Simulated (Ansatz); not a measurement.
A self-consistent single point of Ga2O3 (R-3c, 10 atoms in the cell) with Ansatz (a program for electronic structure).

Method: revPBE-D3BJ-ATM, PAW files made with PBE (plane waves; Ansatz).

```yaml
crystal:
  lattice:
    - [2.51619, 1.45272, 4.51494]
    - [-2.51619, 1.45272, 4.51494]
    - [0.00000, -2.90545, 4.51494]
  atoms:
    - { symbol: Ga, position: [0.85559, 0.85559, 0.85559] }
    - { symbol: Ga, position: [0.14441, 0.14441, 0.14441] }
    - { symbol: Ga, position: [0.64441, 0.64441, 0.64441] }
    - { symbol: Ga, position: [0.35559, 0.35559, 0.35559] }
    - { symbol: O, position: [0.75000, 0.44684, 0.05316] }
    - { symbol: O, position: [0.25000, 0.55316, 0.94684] }
    - { symbol: O, position: [0.05316, 0.75000, 0.44684] }
    - { symbol: O, position: [0.94684, 0.25000, 0.55316] }
    - { symbol: O, position: [0.44684, 0.05316, 0.75000] }
    - { symbol: O, position: [0.55316, 0.94684, 0.25000] }
```

Reference input (self-consistent single point, DFT, PBE, plane waves, PAW files): basis.ecutwfc = 30.9 Ry; kpoints.mp_grid.grid = 4 4 4; hamiltonian.xc = pbe; hamiltonian.pseudopotentials = {kind: paw} (the program's default PAW files); scf.occupations.method = fixed. This run's input differs from it in these lines:

Ansatz 0.2 input:
```diff
@@ -22,3 +22,4 @@
 hamiltonian:
-  xc: pbe
+  xc: revpbe
+  dispersion: d3bjatm
   pseudopotentials:
```

The program printed (abridged):

```
SCF iter   1: F=—  HF=-18569.125564 eV  |F-HF|=—  |Δ(HF+E_count)|=         —  Δρ=1.26e-1  dr2=6.87e0  ethr=3.10e-3  ⟨swp⟩=4.1  Hψ=2068  notcnv=0  defer=72
all-band conjugate gradients solve this SCF's bands
preconditioner: auto → Resta (q_TF=auto, 2.675 Å⁻¹)
SCF iter   2: F=—  HF=-18567.414930 eV  |F-HF|=—  |Δ(HF+E_count)|=    1.71e0  Δρ=5.71e-2  dr2=1.40e0  ethr=3.10e-3  ⟨swp⟩=2.0  Hψ=1364  notcnv=0  defer=82
   [... lines left out ...]
SCF iter   6: F=—  HF=-18566.919437 eV  |F-HF|=—  |Δ(HF+E_count)|=   4.47e-3  Δρ=4.28e-4  dr2=1.82e-4  ethr=5.79e-6  ⟨swp⟩=2.0  Hψ=1233  notcnv=0  defer=104
SCF iter   7: F=—  HF=-18566.919820 eV  |F-HF|=—  |Δ(HF+E_count)|=   3.83e-4  Δρ=8.80e-5  dr2=9.56e-6  ethr=2.07e-7  ⟨swp⟩=2.0  Hψ=1236  notcnv=0  defer=98
SCF iter   8: F=—  HF=-18566.919864 eV  |F-HF|=—  |Δ(HF+E_count)|=   4.35e-5  Δρ=2.27e-5  dr2=6.02e-7  ethr=1.09e-8  ⟨swp⟩=2.0  Hψ=1274  notcnv=0  defer=64
SCF iter   9: F=-18566.919865 eV  HF=-18566.919865 eV  |F-HF|=1.63e-8  |Δ(HF+E_count)|=   1.12e-6  Δρ=4.66e-6  dr2=2.14e-8  ethr=1.14e-10  ⟨swp⟩=11.2  Hψ=3591  notcnv=0
SCF 1 converged in 9 iterations: F = -18566.919865 eV  dr2 = 2.14e-8
Free energy (F): -18566.919865 eV
Internal energy: -18566.919865 eV  (E = F + TS)
E sigma→0 (E₀):  -18566.919865 eV
Fermi energy:    8.864583 eV
--- Forces (eV/Å), atoms counted from 1 ---
  atom   1  Ga    -0.00000000    -0.00000000     0.04044482
  atom   2  Ga     0.00000000     0.00000000    -0.04044482
  atom   3  Ga    -0.00000000     0.00000000    -0.04044482
  atom   4  Ga     0.00000000    -0.00000000     0.04044482
  atom   5  O      0.01844756    -0.03195212    -0.00000000
  atom   6  O     -0.01844756     0.03195212     0.00000000
  atom   7  O      0.01844756     0.03195212     0.00000000
  atom   8  O     -0.01844756    -0.03195212    -0.00000000
  atom   9  O     -0.03689513     0.00000000     0.00000000
  atom  10  O      0.03689513     0.00000000     0.00000000
--- Stress (GPa, compression-positive) ---
        0.682756      -0.000000       0.000000
       -0.000000       0.682756       0.000000
        0.000000       0.000000       0.463077
  P = ⅓ Tr σ = 0.6095 GPa (6.095 kbar)
  The stress holds the Pulay correction. Without it, at fixed plane waves, as pw.x and ABINIT print it: P = 0.1643 GPa
```

The run converged in 9 iterations. Against the reference run the pressure goes from 3.30 to 0.61 GPa, the largest force moves little (0.043 to 0.040 eV/Å) and the gap on the mesh goes from 2.611 to 2.671 eV.

The starting cell comes from a database of computed structures (which also holds hypothetical and non-ambient phases and stackings), without a prior relaxation at this level. Its lattice was rescaled by a random factor within 2.5 % of one. Ansatz's pressure includes its estimate of the finite-basis (Pulay) stress.
